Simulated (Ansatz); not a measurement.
# How the lattice parameter a of CdSe (model structure, started from the PtS type, P4₂/mmc, No. 131, 4 atoms in the cell) moves with the method

No measured value is used here.

| level (code) | value (Å) |
|---|---|
| PBE (Ansatz) | 4.093 |
| PBEsol (Ansatz) | 4.001 |
| PBE-D3(BJ) (Ansatz) | 4.002 |

Ansatz's density-functional and Hartree–Fock values are scalar-relativistic unless marked +SOC, with PAW data made under PBE.

A model structure was made by putting elements into a prototype or built by hand; it is no filed structure, need not be a known phase, and can be a saddle point held by its symmetry.

Ansatz is a first-principles code.
